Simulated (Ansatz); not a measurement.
An Ansatz (a first-principles code) input (r2SCAN in Ansatz (plane waves to 500 eV, PAW, no spin-orbit coupling), earlier PAW set):

Ansatz 0.2 input:
```yaml
crystal:
  lattice:
    - [3.7439290438, 0, 0]
    - [-1.8719645219, 3.2423376619, 0]
    - [0, 0, 12.2534857604]
  atoms:
    - { symbol: Pb, position: [0, 0, 0.9998985556] }
    - { symbol: Pb, position: [0, 0, 0.4998985556] }
    - { symbol: Pb, position: [0.3333333333, 0.6666666667, 0.249672998] }
    - { symbol: Pb, position: [0.6666666667, 0.3333333333, 0.749672998] }
    - { symbol: C, position: [0, 0, 0.187050709] }
    - { symbol: C, position: [0, 0, 0.687050709] }
    - { symbol: C, position: [0.3333333333, 0.6666666667, 0.4377477373] }
    - { symbol: C, position: [0.6666666667, 0.3333333333, 0.9377477373] }
basis: { ecutwfc: 500, ecutrho_ratio: 4, xc_grid: 4, fft_grid_basis: typed }
kpoints: { mp_grid: { grid: [10, 10, 3] } }
hamiltonian:
  xc: r2scan
  dispersion: none
  pseudopotentials: { azcp: { folder: ./paw }, kind: paw }
scf: { occupations: { method: fermi_dirac, width: 0.05 }, convergence: { dr2_threshold: 0.0000000008 } }
output: { forces: true, stress: true }
checkpoint: { write: state.ck, write_every: 1000 }
```

Task: Which symmetry and how many k-points will the program report, and about how many plane waves at Γ?

Result: Space group P63mc (ITA 186) with 12 operations, k-points 28 of 300, and 3765 plane waves at Γ.

Stability against distortions was not tested. All final runs are without spin polarisation. The cell was made from SiC by this change: Si → Pb; the result is a hypothetical phase, not in the database extracts checked.
